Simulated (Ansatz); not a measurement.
Here is the system:

```
BP
1.0
    0.00000     2.26008     2.26008
    2.26008     0.00000     2.26008
    2.26008     2.26008     0.00000
B P
1 1
Direct
  0.00000   0.00000   0.00000
  0.25000   0.25000   0.25000
```

Computed with r2SCAN with spin-orbit coupling, rigid bands (plane waves, PAW; Ansatz, a program for electronic structure). Cell: cell and atoms relaxed with PBEsol.

### Question
Predict the electron conductivity mass (n e² τ/σ) at 300 K, by direction if it differs.

### Answer
0.32 mₑ.

### Question
Predict the hole conductivity mass (n e² τ/σ) at 300 K, by direction if it differs.

### Answer
0.40 mₑ.

### Question
And the band gap?

### Answer
1.38 eV at this level; semilocal functionals usually fall short of the measured gap.

Rigid bands, one relaxation time for all states, no polarons. Geometry: cell and atoms relaxed with PBEsol.
